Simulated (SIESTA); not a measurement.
## A self-consistent single point of CsSiI3 (R3m, 5 atoms in the cell) with SIESTA

Computed with LDA PW92, numerical atomic orbitals DZP, PseudoDojo LDA standard norm-conserving potentials (rewritten from UPF to PSML) in SIESTA.

This input was run:

```
# files in the folder: Cs.psml Si.psml I.psml (PseudoDojo LDA standard)
SystemName  CsSiI3
SystemLabel CsSiI3

NumberOfAtoms                5
NumberOfSpecies              3
%block ChemicalSpeciesLabel
  1 55 Cs
  2 14 Si
  3 53 I
%endblock ChemicalSpeciesLabel
LatticeConstant              6.133591 Ang
%block LatticeVectors
     0.691651106    0.399324963    0.601795914
    -0.691651106    0.399324963    0.601795914
     0.000000000   -0.798649926    0.601795914
%endblock LatticeVectors
AtomicCoordinatesFormat      Fractional
%block AtomicCoordinatesAndAtomicSpecies
     0.001010000    0.001010000    0.001010000  1
     0.462660000    0.462660000    0.462660000  2
     0.501875000    0.501875000    0.029390000  3
     0.029390000    0.501875000    0.501875000  3
     0.501875000    0.029390000    0.501875000  3
%endblock AtomicCoordinatesAndAtomicSpecies

XC.functional                LDA
XC.authors                   PW92
PAO.BasisSize                DZP
PAO.EnergyShift              0.005 Ry
MeshCutoff                   300 Ry
%block kgrid.MonkhorstPack
    4   0   0  0.0
    0   4   0  0.0
    0   0   4  0.0
%endblock kgrid.MonkhorstPack
OccupationFunction           FD
ElectronicTemperature        580.23 K

MaxSCFIterations             150
SCF.Mixer.Method             Broyden
SCF.Mixer.Weight             0.2
SCF.Mixer.History            8
SCF.DM.Tolerance             1.0E-04
Diag.ParallelOverK           true
WriteForces                  true
```

Output (repeated stretches shortened):

```
reinit: Reading from file input.fdf

reinit: System Name: CsSiI3
reinit: System Label: CsSiI3

coor:   Atomic-coordinates input format  =     Fractional

siesta: Atomic coordinates (Bohr) and species
siesta:      0.00000   0.00000   0.02114  1        1
siesta:      0.00000   0.00000   9.68158  2        2
siesta:      0.00000   4.37379   7.20646  3        3
siesta:     -3.78782  -2.18690   7.20646  3        4
siesta:      3.78782  -2.18690   7.20646  3        5

siesta: System type = bulk

initatomlists: Number of atoms, orbitals, and projectors:      5    61   132

siesta: ******************** Simulation parameters ****************************
redata: Spin configuration                          = none
redata: Time-Reversal Symmetry                      = T
redata: Number of Atomic Species                    =        3
redata: Mesh Cutoff                                 =   300.0000 Ry
redata: Net charge of the system                    =     0.0000 |e|
redata: Min. number of SCF Iter                     =        0
redata: Max. number of SCF Iter                     =      150
redata: SCF convergence failure will abort job
redata: SCF mix quantity                            = Hamiltonian
redata: Mix DM or H after convergence               =   F
redata: Recompute H after scf cycle                 =   F
redata: Mix DM in first SCF step                    =   T
redata: No kicks to SCF
redata: DM Mixing Weight for Kicks                  =     0.5000
redata: Require Harris convergence for SCF          =   F
redata: Harris energy tolerance for SCF             =     0.000100 eV
redata: Require DM convergence for SCF              =   T
redata: DM tolerance for SCF                        =     0.000100
redata: Require EDM convergence for SCF             =   F
redata: EDM tolerance for SCF                       =     0.001000 eV
redata: Require H convergence for SCF               =   T
redata: Hamiltonian tolerance for SCF               =     0.001000 eV
redata: Require (free) Energy convergence for SCF   =   F
redata: (free) Energy tolerance for SCF             =     0.000100 eV
redata: Using DFT-D3 dispersion                     =   F
redata: Using Saved Data (generic)                  =   F
redata: Method of Calculation                       = Diagonalization
redata: Electronic Temperature                      =   580.2300 K
redata: Number of TDED substeps                     =        3
redata: Dynamics option                             = Single-point calculation
redata: Save all siesta data in one NC              =   F
redata: ***********************************************************************

%block SCF.Mixers
  Broyden
%endblock SCF.Mixers

%block SCF.Mixer.Broyden
  # Mixing method
  method broyden

  # Mixing options
  weight 0.2000
  weight.linear 0.2000
  weight.prime 0.2000
  history 8
%endblock SCF.Mixer.Broyden

DM_history_depth set to one: no extrapolation allowed by default for geometry relaxation
Size of DM history Fstack: 1
Total number of electrons:    34.000000
Total ionic charge:    34.000000

* ProcessorY, Blocksize:    1  62

* Orbital distribution balance (max,min):    61    61

k-point displ. along   1 input, could be:     0.00    0.50
k-point displ. along   2 input, could be:     0.00    0.50
k-point displ. along   3 input, could be:     0.00    0.50
 Kpoints in:           48 . Kpoints trimmed:           44

siesta: k-grid: Number of k-points = 44
siesta: k-points from Monkhorst-Pack grid
siesta: k-cutoff (effective) =    12.267 Ang
siesta: k-point supercell and displacements
siesta: k-grid:     4     0     0      0.000
siesta: k-grid:     0     4     0      0.000
siesta: k-grid:     0     0     4      0.000

diag: Algorithm                                     = D&C
diag: Parallel over k                               =   F
diag: Use parallel 2D distribution                  =   F
diag: Parallel block-size                           = 62
diag: Parallel distribution                         =     1 x     1
diag: Used triangular part                          = Lower
diag: Absolute tolerance                            =  0.100E-15
diag: Orthogonalization factor                      =  0.100E-05
diag: Memory factor                                 =  1.0000

superc: Internal auxiliary supercell:     5 x     5 x     5  =     125
superc: Number of atoms, orbitals, and projectors:    625   7625  16500

                        Single-point calculation

superc: Internal auxiliary supercell:     5 x     5 x     5  =     125
superc: Number of atoms, orbitals, and projectors:    625   7625  16500

outcell: Unit cell vectors (Ang):
        4.242305    2.449296    3.691170
       -4.242305    2.449296    3.691170
        0.000000   -4.898592    3.691170

outcell: Cell vector modules (Ang)   :    6.133591    6.133591    6.133591
outcell: Cell angles (23,13,12) (deg):     87.5219     87.5219     87.5219
outcell: Cell volume (Ang**3)        :    230.1222
new_DM -- step:     1
Initializing Density Matrix...

Attempting to read DM from file... Failed...
DM filled with atomic data:

InitMesh: MESH = 64 x 64 x 64 = 262144
InitMesh: Mesh cutoff (required, used) =   300.000   301.989 Ry

stepf: Fermi-Dirac step function

        iscf     Eharris(eV)        E_KS(eV)     FreeEng(eV)     dDmax    Ef(eV) dHmax(eV)
   scf:    1    -1820.176208    -1817.899437    -1817.899441  0.749345 -3.944913  1.892801
   scf:    2    -1818.083657    -1817.998911    -1817.998917  0.030210 -3.995671  1.376255
   scf:    3    -1818.095222    -1818.055125    -1818.055137  0.044902 -4.044914  0.575916
   scf:    4    -1818.071389    -1818.064621    -1818.064638  0.029324 -4.041459  0.024083
   scf:    5    -1818.064766    -1818.064701    -1818.064717  0.000900 -4.043744  0.010407
   scf:    6    -1818.064783    -1818.064747    -1818.064763  0.000996 -4.044660  0.003739
   scf:    7    -1818.064756    -1818.064752    -1818.064767  0.000344 -4.044995  0.002677
   scf:    8    -1818.064755    -1818.064753    -1818.064769  0.000217 -4.045117  0.001473
   scf:    9    -1818.064754    -1818.064754    -1818.064769  0.000132 -4.045088  0.000795
   scf:   10    -1818.064754    -1818.064754    -1818.064769  0.000077 -4.045004  0.000558

SCF Convergence by DM+H criterion
max |DM_out - DM_in|         :     0.0000770537
max |H_out - H_in|      (eV) :     0.0005584240
SCF cycle converged after 10 iterations

Using DM_out to compute the final energy and forces

siesta: E_KS(eV) =            -1818.0648

siesta: E_KS - E_eggbox =     -1818.0648

siesta: Atomic forces (eV/Ang):
     1   -0.000000    0.000000    0.016512
     2   -0.000000    0.000000    0.234799
     3   -0.000000    0.113223   -0.084181
     4   -0.098054   -0.056612   -0.084181
     5    0.098054   -0.056612   -0.084181
   Tot   -0.000000    0.000000   -0.001232
   Max    0.234799
   Res    0.087605    sqrt( Sum f_i^2 / 3N )
   Max    0.234799    constrained

Stress tensor Voigt[x,y,z,yz,xz,xy] (kbar):       17.87       17.87       17.88       -0.00       -0.00       -0.00
(Free)E + p*V (eV/cell)    -1820.6313
Target enthalpy (eV/cell)    -1818.0648

siesta: Program's energy decomposition (eV):
siesta: Ebs     =      -391.342647
siesta: Eions   =      2935.299477
siesta: Ena     =       939.514768
siesta: Ekin    =       436.420839
siesta: Enl     =       276.682177
siesta: Eso     =         0.000000
siesta: Edftu   =         0.000000
siesta: DEna    =        14.902819
siesta: DUscf   =         0.381780
siesta: DUext   =         0.000000
siesta: Ex      =      -479.993274
siesta: Ec      =       -70.674385
siesta: Exc     =      -550.667660
siesta: Eharris =     -1818.064754
siesta: Etot    =     -1818.064754
siesta: FreeEng =     -1818.064769

siesta: Atomic forces (eV/Ang):
siesta:      1   -0.000000    0.000000    0.016512
siesta:      2   -0.000000    0.000000    0.234799
siesta:      3   -0.000000    0.113223   -0.084181
siesta:      4   -0.098054   -0.056612   -0.084181
siesta:      5    0.098054   -0.056612   -0.084181
siesta: ----------------------------------------
siesta:    Tot   -0.000000    0.000000   -0.001232

siesta: Stress tensor (static) (eV/Ang**3):
siesta:     0.011151   -0.000000   -0.000000
siesta:    -0.000000    0.011151   -0.000000
siesta:    -0.000000   -0.000000    0.011158

siesta: Cell volume =        230.122170 Ang**3

siesta: Pressure (static):
siesta:                Solid            Molecule  Units
siesta:          -0.00012147         -0.00013773  Ry/Bohr**3
siesta:          -0.01115308         -0.01264548  eV/Ang**3
siesta:         -17.86920481        -20.26029677  kBar
```

The run converged in 10 iterations.

The starting cell comes from a database of computed structures (which also holds hypothetical and non-ambient phases and stackings), without a prior relaxation at this level. Values carry the incompleteness of an atom-centred basis.
